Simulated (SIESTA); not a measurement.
Band structure of LiCl (Fm-3m, 2 atoms in the cell).

```yaml
crystal:
  lattice:
    - [0.00000, 2.48035, 2.48035]
    - [2.48035, 0.00000, 2.48035]
    - [2.48035, 2.48035, 0.00000]
  atoms:
    - { symbol: Li, position: [0.00000, 0.00000, 0.00000] }
    - { symbol: Cl, position: [0.50000, 0.50000, 0.50000] }
```

Method: SIESTA 5.4.2 with GGA PBE, numerical atomic orbitals DZP, PseudoDojo PBE standard norm-conserving potentials (rewritten from UPF to PSML).

Settings: XC.functional = GGA; XC.authors = PBE; potentials = PseudoDojo PBE standard; PAO.BasisSize = DZP; PAO.EnergyShift = 0.01 Ry; MeshCutoff = 350 Ry; kgrid.MonkhorstPack = 11 11 11; OccupationFunction = FD; ElectronicTemperature = 20 meV; PAO.Polarization.NonPerturbative = true; MaxSCFIterations = 150; SCF.Mixer.Method = Broyden; SCF.Mixer.Weight = 0.25; SCF.Mixer.History = 6.

The starting cell comes from a database of computed structures (which also holds hypothetical and non-ambient phases and stackings), without a prior relaxation at this level. Its lattice was rescaled by a random factor within 2.5 % of one. Values carry the incompleteness of an atom-centred basis.

**Question.** Predict the gap along the standard path and the places of the band edges.

**Answer.** The gap along the path is 7.10 eV, from a point between K and Γ to L; the smallest direct gap on it is 7.27 eV.

Levels in eV from the top of the valence band on the path, bands 2 to 6:
```tsv
point	2	3	4	5	6
Γ	-13.79	0.00	0.00	0.00	7.26
X	-12.71	-3.42	-1.32	-1.32	8.30
W	-12.73	-2.53	-2.53	-1.22	10.26
K	-12.76	-2.95	-2.09	-0.99	8.43
L	-13.05	-3.27	-0.29	-0.29	7.10
U	-12.76	-2.95	-2.09	-0.99	8.43
```

Higher empty bands are left out: an atom-centred basis made for the valence describes them poorly.
